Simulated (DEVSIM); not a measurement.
Device: illuminated Si p-on-n cell, one wavelength, at 300 K.

| layer (left to right) | material | thickness (μm) | Nd (cm⁻³) | Na (cm⁻³) | τn (s) | τp (s) | absorption coefficient (cm⁻¹) |
|---|---|---|---|---|---|---|---|
| 1 | Si | 0.0640 | - | 5.3e18 | 9.5e-8 | 8.4e-7 | 22000 |
| 2 | Si | 65.0 | 5.9e16 | - | 5.6e-6 | 5.6e-5 | 22000 |

Left contact: ohmic, minority electron recombination velocity 3e6 cm/s. Right contact: ohmic, minority hole recombination velocity 5e5 cm/s. Voltage is applied to the left contact. Recombination: SRH at mid-gap, radiative, Auger. Light enters at the left, 5.7e17 photons cm⁻² s⁻¹, one pass, no reflection. Mobility is μmin + (μ − μmin)/(1 + (N/Nref)^α).

The device is made up for the run: typed textbook-type constants, with dimensions and the other settings drawn at random. Values at 300 K.

| parameter | Si |
|---|---|
| gap (eV) | 1.124 |
| affinity (eV) | 4.05 |
| permittivity | 11.7 |
| Nc (cm⁻³) | 2.86e19 |
| Nv (cm⁻³) | 3.1e19 |
| μn (cm²/Vs) | 1417 |
| μp (cm²/Vs) | 470 |
| μn,min | 52 |
| μp,min | 45 |
| Nref,n | 9.7e16 |
| Nref,p | 2.2e17 |
| αn | 0.68 |
| αp | 0.72 |
| B (cm³/s) | 4.7e-15 |
| Cn (cm⁶/s) | 2.8e-31 |
| Cp (cm⁶/s) | 9.9e-32 |

Model (solved in DEVSIM): 1D drift-diffusion, Boltzmann statistics, complete ionisation; no tunnelling, impact ionisation, image-force lowering or self-heating.

Tabulate band edges, carrier densities and field at 0.9 V on the left contact, in the dark.

Energies count from the Fermi level of the right contact; mesh points crowd at the junctions.

```
x (μm)   Ec (eV)  Ev (eV)  n (cm⁻³)  p (cm⁻³)  field (V/cm)
-------  -------  -------  --------  --------  ------------
0.000      0.178   -0.946    3.1e14    5.3e18           ≈ 0
0.01946    0.178   -0.946    8.2e14    5.3e18           ≈ 0
0.04072    0.178   -0.946    1.4e15    5.3e18           ≈ 0
0.06076    0.173   -0.951    2.3e15    4.4e18        -29000
0.09429    0.071   -1.053    1.2e17    8.4e16         -2900
0.1532     0.069   -1.055    1.4e17    7.6e16           ≈ 0
0.2664     0.069   -1.055    1.4e17    7.6e16           ≈ 0
0.6426     0.069   -1.055    1.3e17    7.6e16           ≈ 0
1.296      0.070   -1.054    1.3e17    7.5e16           ≈ 0
2.657      0.071   -1.053    1.3e17    7.5e16           ≈ 0
5.494      0.074   -1.050    1.3e17    7.3e16           ≈ 0
14.56      0.083   -1.041    1.3e17    6.6e16            10
30.29      0.100   -1.024    1.1e17    5.3e16            12
48.15      0.124   -1.000    9.2e16    3.3e16            16
58.73      0.143   -0.981    7.5e16    1.6e16            21
62.03      0.151   -0.973    6.8e16    9.1e15            25
63.56      0.155   -0.969    6.4e16    5.1e15            28
64.36      0.157   -0.967    6.2e16    2.8e15            30
64.81      0.159   -0.965    6.0e16    1.4e15            32
64.96      0.159   -0.965    6.0e16    9.5e14            32
65.03      0.159   -0.965    6.0e16    7.3e14            47
65.06      0.160   -0.964    5.9e16    6.1e14           190
```
